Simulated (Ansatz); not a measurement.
The starting structures come from a database of crystals and need not be the phases stable at ambient conditions.

Here is the system:

```xyz
12
Lattice="4.8955 0.0000 0.0000 0.0000 5.3926 0.0000 0.0000 0.0000 4.4791" Properties=species:S:1:pos:R:3 pbc="T T T"
Mg     1.2239     4.4841     2.2395
Mg     3.6716     0.9085     2.2395
Mg     3.6716     3.6048     0.0000
Mg     1.2239     1.7878     0.0000
H      2.8403     4.8052     3.2594
H      2.0552     0.5874     1.2197
H      0.3926     3.2837     3.4592
H      4.5029     2.1089     1.0198
H      2.0552     3.2837     1.0198
H      2.8403     2.1089     3.4592
H      4.5029     4.8052     1.2197
H      0.3926     0.5874     3.2594
```

Space group of this cell: Pbcn. The cell is taken as given.

Transport runs along the normal of the first two printed cell vectors.

No gap correction and no spin-orbit coupling; mid-gap values are interpolated between computed energies.

Task: Give the band gap and the smallest decay constant κ at mid-gap that r2SCAN in Ansatz (a program for electronic structure) yields.

Result: Gap 4.30 eV on a 6×6×8 mesh; κ = 0.286 1/Å, at the zone centre.
